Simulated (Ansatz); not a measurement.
## Effect of S → P on SnS

Base system: SnS in the GeS type structure (space group Pnma, No. 62; a = 10.912 Å, b = 3.953 Å, c = 4.112 Å).

One thing is altered: every S is replaced by P; the structure is relaxed again.

Calculations: PBEsol-D3(BJ)/PAW in Ansatz (a program for electronic structure), spin-orbit coupling left out. Settings: 15×15×15 k-points, 0.05 eV Fermi–Dirac smearing, for the changed cell.

The volume per atom decreases by 1.95 Å³ (22.17 Å³ → 20.22 Å³) and the space group goes from Pnma (No. 62) to Fm-3m (No. 225). The shortest interatomic distance grows by 0.113 Å (2.611 Å → 2.724 Å) and the band gap goes from 0.30 eV to zero.

Final structure:

```yaml
crystal:
  lattice:
    - [0.00000, 2.72430, 2.72430]
    - [2.72430, 0.00000, 2.72430]
    - [2.72430, 2.72430, 0.00000]
  atoms:
    - { symbol: Sn, position: [0.50000, 0.50000, 0.50000] }
    - { symbol: P, position: [0.00000, 0.00000, 0.00000] }
```

No phonon test of stability was made. For SnP in this form, whether it has been made was not checked. All final runs are without spin polarisation. An odd electron count without spin: SnP.
